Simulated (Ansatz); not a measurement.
Results of PBEsol (Ansatz, a first-principles code, plane waves, PAW) for SiSe2 (model structure, started from the CdCl2 type, R-3m, No. 166, 3 atoms in the cell).

Run with plane-wave cutoff 500 eV, 14×14×14 k mesh, Fermi–Dirac smearing 0.05 eV, scalar-relativistic PAW data made under PBE.

Cell (relaxed at this level):

Se$_{2}$Si has the trigonal space group R-3m, hexagonal axes (No. 166), Pearson symbol hR3. Cell: a = b = 3.463 Å, c = 19.502 Å, α = β = 90.00°, γ = 120.00°. Si on 3a is coordinated by 6 Se at 2.459 Å (octahedral). Se on 6c sees 3 Si at 2.459 Å (trigonal pyramidal). (Neighbours: up to the widest gap in distance over summed covalent radii, below 1.35, at either atom.)
(The calculation used a cell of 3 atoms; values per cell refer to that cell.)

Question: What does this level give for the band gap?

Answer: 
- band gap = 0.14 eV (under three smearing widths, so not firm)

Note: the relaxation could raise the start's symmetry but not lower it, so the cell can be a saddle point; the cell has widely spaced layers and the level no dispersion term, so their spacing and the moduli can rest on weak binding.

Spin–orbit coupling is not included.

The computed numbers hold no vibrational or temperature effects.

A model structure was made by putting elements into a prototype or built by hand; it is no filed structure, need not be a known phase, and can be a saddle point held by its symmetry.
